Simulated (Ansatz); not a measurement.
Take GaAs in the rock salt structure (space group Fm-3m, No. 225; a = 5.330 Å; a hypothetical phase, not in the database extracts checked; relaxed with 0.1 eV smearing) as the base. Axes: x, y, z lie along the cube axes.

Level of theory: DFT with r2SCAN, PAW potentials and a 500 eV plane-wave cutoff in Ansatz (a quantum-chemistry and plane-wave program), scalar-relativistic without spin-orbit coupling, earlier PAW set.

For the base:

| Item | Result |
|---|---|
| Pressure | 0.0 GPa |

The change: biaxial strain +3.15 %, plane normal [001], relaxed out of plane (Cartesian); in-plane vectors clamped, the third vector and the atoms free.

Task: What happens to the ratio −ε⊥/ε∥?

Result: The ratio −ε⊥/ε∥ comes out as 0.50.

Task: What happens to the pressure?

Result: The pressure (mean of the normal stresses, compression positive) goes from zero to -3.1 GPa.

No phonon test of stability was made. The final runs are not spin-polarised.
